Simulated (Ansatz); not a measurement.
The reference is InAgTe2 in the chalcopyrite structure (space group I-42d, No. 122).

```xyz
8
Lattice="-3.2160 3.2160 6.3829 3.2160 -3.2160 6.3829 3.2160 3.2160 -6.3829" Properties=species:S:1:pos:R:3 pbc="T T T"
In     0.0000     0.0000     6.3829
In     3.2160     0.0000     3.1915
Te     1.5517     1.6080     1.5957
Te    -1.6080     1.6643     4.7872
Te     1.6643     1.6080     7.9787
Te     4.8240     1.5517    -1.5957
Ag     0.0000     0.0000     0.0000
Ag     0.0000     3.2160     3.1915
```

Calculations: PBEsol (Ansatz, a first-principles code), no SOC.

Before the change:

The lattice parameter a is 6.432 Å.

The change: cell and atoms relaxed at a pressure of 0.9 GPa.

Predict the new lattice parameter a.

The lattice parameter a decreases by 0.042 Å to 6.390 Å.

Load acts through the strain it causes; cell and atoms are relaxed under it. Stability against distortions was not tested.
